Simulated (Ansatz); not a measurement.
Seebeck coefficient (μV/K, mean over directions) of p-type CsPbCl₃ (Pm-3m) against carrier density, r2SCAN with spin-orbit coupling, rigid bands run with Ansatz (an electronic-structure program). Computed gap 1.18 eV; densities at which minority carriers matter at this gap, or further valleys turn the trend, are left out. Conductivity mass 0.198 mₑ (harmonic mean over directions), N_v = 2.1e18 cm⁻³ at 300 K.

```
hole density  300 K  500 K
------------  -----  -----
1e16 cm⁻³       ___    743
1e17 cm⁻³       474    544
1e18 cm⁻³       279    348
3e18 cm⁻³       193    257
1e19 cm⁻³       112    166
3e19 cm⁻³        62    100
1e20 cm⁻³        33    ___
3e20 cm⁻³       ___     39
```

### Question
Fill in the missing entries.

### Answer

- 1e16 cm⁻³, 300 K: 672
- 1e20 cm⁻³, 500 K: 55
- 3e20 cm⁻³, 300 K: 22

Rigid bands with a gap fixed in temperature, one relaxation time for all states, no polarons or phonon drag, and whether or not such doping can be reached.

CsPbCl3 (Pm-3m): a high-temperature phase held by its symmetry.
